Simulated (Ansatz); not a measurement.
Several settings converged on HfSb4Mo (Cm, 6 atoms in the cell)

```yaml
crystal:
  lattice:
    - [5.13331, -1.82428, 0.00000]
    - [5.13331, 1.82428, 0.00000]
    - [-4.15957, 0.00000, 7.28913]
  atoms:
    - { symbol: Hf, position: [0.15417, 0.15417, 0.19762] }
    - { symbol: Sb, position: [0.85895, 0.85895, 0.47690] }
    - { symbol: Sb, position: [0.15648, 0.15648, 0.54617] }
    - { symbol: Sb, position: [0.39566, 0.39566, 0.09418] }
    - { symbol: Sb, position: [0.59104, 0.59104, 0.88389] }
    - { symbol: Mo, position: [0.84752, 0.84752, 0.80810] }
```

Base method: PBEsol, default PAW files made with PBE (plane waves; Ansatz, a first-principles code).

Base settings: basis.ecutwfc = 420 eV; kpoints.mp_grid.grid = 3 3 2; hamiltonian.xc = pbesol; hamiltonian.pseudopotentials = {kind: paw} (the program's default PAW files); scf.occupations.method = gaussian; scf.occupations.width = 0.136 eV.

The count of work is k-points × plane waves × bands × iterations; it is no time. 

**The cutoff for other potential files**

Level: DFT, PBEsol, plane waves, harder PAW files (source: ansatz) made with PBE.

In this ladder: hamiltonian.pseudopotentials = {kind: paw, source: ansatz}.

The second cell is the first with its lattice scaled by 0.98.

The mesh stays at the base's, so the ladder's end is converged at best in this setting alone.

The first pressure column holds Ansatz's estimate of the finite-basis (Pulay) stress, which hides part of the cutoff error; the other is without it.

Only quantities that move along the ladder and can be compared are tabulated.

| basis.ecutwfc | free energy less the last step's (meV/atom) | energy of the compressed cell less the first (meV/atom) | pressure (GPa) | pressure without the Pulay estimate (GPa) | largest difference of a force vector from the last step's (eV/Å) | count of work / last |
|---|---|---|---|---|---|---|
| 235 eV | 11457.39 | 76.90 | 3.78 | -460.92 | 0.573 | 0.099 |
| 285 eV | 1830.32 | 53.74 | -1.79 | -91.83 | 0.051 | 0.13 |
| 365 eV | 82.01 | 17.24 | -1.30 | -7.22 | 0.009 | 0.19 |
| 440 eV | 2.58 | 18.09 | -1.31 | -1.55 | 0.001 | 0.28 |
| 520 eV | 0.47 | 18.07 | -1.31 | -1.32 | 0.000 | 0.35 |
| 625 eV | 0.34 | 18.07 | -1.31 | -1.32 | 0.000 | 0.47 |
| 780 eV | 0.15 | 18.06 | -1.31 | -1.32 | 0.000 | 0.65 |
| 1040 eV | 0.00 | 18.06 | -1.31 | -1.32 | 0.000 | 1.0 |

Coarsest basis.ecutwfc that holds the pressure without the Pulay estimate within 1 GPa of the last step, with all finer ones: 440 eV, at 0.28 of the last step's count of work; the step before is off by 5.9 GPa.

Coarsest basis.ecutwfc that holds the free energy within 1 meV/atom of the last step, with all finer ones: 520 eV, at 0.35 of the last step's count of work; the step before is off by 2.6 meV/atom.

Coarsest basis.ecutwfc that holds the forces within 0.02 eV/Å of the last step, with all finer ones: 365 eV, at 0.19 of the last step's count of work; the step before is off by 0.051 eV/Å.

The energy difference between the two cells stays within 1 meV/atom of the last step's from 365 eV on, the total only from 520 eV on: much of the error is common to both cells and cancels.

At the lowest cutoff the pressure without the Pulay estimate lies 460 GPa under the last step's, the usual sign of Pulay stress in an incomplete plane-wave basis.

**The relaxed cell against the cutoff**

On HfSb4Mo (Cm, 6 atoms in the cell): atoms on their sites.

In this ladder: relax = cell and atoms.

The mesh stays at the base's, so the ladder's end is converged at best in this setting alone.

Only quantities that move along the ladder and can be compared are tabulated.

```tsv
basis.ecutwfc	relaxed volume (Å³/atom)	relaxation steps
250 eV	22.561	36
295 eV	22.355	15
355 eV	22.364	7
420 eV	22.361	5
505 eV	22.360	5
630 eV	22.360	5
840 eV	22.360	5
```

Coarsest basis.ecutwfc that holds the relaxed volume within 0.045 Å³/atom of the last step, with all finer ones: 295 eV; the step before is off by 0.20 Å³/atom.

At the lowest cutoff the cell relaxes to a volume 0.9 % larger than at the highest. Ansatz relaxes on a stress corrected for the finite basis.

On the base run: the starting cell comes from a database of computed structures (which also holds hypothetical and non-ambient phases and stackings), without a prior relaxation at this level. Its lattice was rescaled by up to half a per cent. One atom was moved a little off its site on purpose. Spin polarisation is off.

Left out of this page: 1 run of the series failed or unconverged.

Keys are those of Ansatz 0.2.
